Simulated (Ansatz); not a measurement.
GaP: energy against strain

GaP (zinc blende, F-43m, 20.249 Å³/atom at rest, cube axes along x, y and z) under a strain ε along a cube axis (axis z), the other axes held. r2SCAN in Ansatz, a plane-wave DFT program (PAW, default set), 500 eV, 10×10×10 Γ-centred mesh, Fermi-Dirac smearing 0.05 eV; ions are relaxed within the symmetry of each cell.

Here s stands for strain and y for E less E0.

```
strain (%)  E less E0 (meV/atom)
----------  --------------------
-3.00                          ?
-1.50                       2.05
-1.00                       0.91
-0.50                       0.23
0.00                        0.00
0.50                        0.22
1.00                        0.89
1.50                        2.00
```

Taking a parabola for y over the 7 complete rows: Least squares gives y = 0.000 - 0.0143·s + 0.9000·s². Residuals (row less fit): 0.004, -0.004, -0.002, 0.000, 0.002, 0.004, -0.004; standard error 0.004 (degrees of freedom: 4). Twice the quadratic coefficient over the volume, 2 × 0.9000 meV × 10⁴ × 0.1602 / 20.249 Å³, is the elastic constant C11 = 142 ± 0.3 GPa.

**Question.** Predict the withheld y at s = -3.00 from the fit, and compare with the calculation.

**Answer.** y = 0.000 - 0.0143 × (-3.0) + 0.9000 × (-3.0)² = 8.143 meV/atom. The calculation gives 8.29 meV/atom, 0.147 meV/atom above the prediction (1.8 % of the range of y in the table). The row lies outside the fitted rows, so this is an extrapolation. The fitted rows scatter only by rounding.

One order more, fitted to all 13 runs of the series, follows each within 0.01, so the miss is the next term of a smooth law. Rows are the converged runs of the series near zero and its far end; series whose fitted rows scatter by over a few per cent of the range, as at a crossing or softening among them, aren't shown in this form. Most that stay on the fit to the last digits aren't either.
